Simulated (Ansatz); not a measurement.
Response to strain in SiO2

Start from SiO₂ in the rutile structure (space group P4_2/mnm, No. 136; a = 4.1852 Å, c = 2.6688 Å).

Strains are applied to the cell and any free atomic positions relax.

Calculations: DFT with r2SCAN, PAW potentials and a 500 eV plane-wave cutoff in Ansatz (a quantum-chemistry and plane-wave program), no spin-orbit coupling.

Notes on the quantities. pressure: mean of the normal stresses, compression positive.

| isotropic strain (%) | pressure (GPa) |
|---|---|
| -0.91 | 9.2 |
| -0.62 | ? |
| 0 | 0.0 |
| 0.92 | -8.2 |
| 1.9 | -15.8 |

Question: Fit P = P₀ − Bδ + Cδ² with δ = (1 + ε)³ − 1 to the rows shown and predict the withheld row.

Answer: Least squares on the printed values gives P₀ = 0.0 GPa, B = 318 GPa (at held cell shape), C = 783 GPa (largest residual 0.0 GPa); this predicts 6.2 GPa, and the run gives 6.2 GPa, in agreement.

Whether these cells are dynamically stable was not tested.
